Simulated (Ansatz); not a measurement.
Effect of uniaxial stress, 1 GPa compression along z on SnS

The parent structure is SnS in the GeS type structure (space group Pnma, No. 62; a = 10.912 Å, b = 3.953 Å, c = 4.112 Å). Axes: x, y, z lie along a, b, c of the conventional cell.

Modification: uniaxial stress, 1 GPa compression along z, with the cell and atoms free to relax against it.

The values are results of Kohn–Sham DFT with the PBEsol-D3(BJ) functional, run in Ansatz (a quantum-chemistry and plane-wave program) with PAW and 420 eV plane waves, without spin-orbit coupling, not measurements. k-mesh 3×8×8 (Γ-centred); smearing 0.05 eV (Fermi–Dirac).

```json
[
 {"quantity": "volume per atom", "base": "22.17 Å³", "changed": "21.95 Å³", "shift": "-0.22 Å³"},
 {"quantity": "space group", "base": "Pnma (No. 62)", "changed": "Pnma (No. 62)", "shift": "–"},
 {"quantity": "shortest interatomic distance", "base": "2.611 Å", "changed": "2.601 Å", "shift": "-0.010 Å"},
 {"quantity": "energy relative to the base (free energy F)", "base": "0 meV/atom", "changed": "+1.8 meV/atom", "shift": "+1.8 meV/atom"},
 {"quantity": "band gap", "base": "0.30 eV", "changed": "0.10 eV", "shift": "-0.20 eV"},
 {"quantity": "gap character", "base": "indirect, Γ–Z (83 % along) → Γ", "changed": "indirect, Γ–Z (83 % along) → Γ", "shift": "–"},
 {"quantity": "smallest direct gap", "base": "0.79 eV", "changed": "0.67 eV", "shift": "-0.113 eV"},
 {"quantity": "width of the top valence band", "base": "2.17 eV", "changed": "2.26 eV", "shift": "+0.09 eV"},
 {"quantity": "strain response (xx, yy, zz)", "base": "–", "changed": "(+0.56, +1.05, −2.58) %", "shift": "–"}
]
```

Beyond what the load breaks, stability against distortions was not tested. A zero or small gap of SnS under uniaxial stress, 1 GPa compression along z can be the functional's error rather than a property of the material.
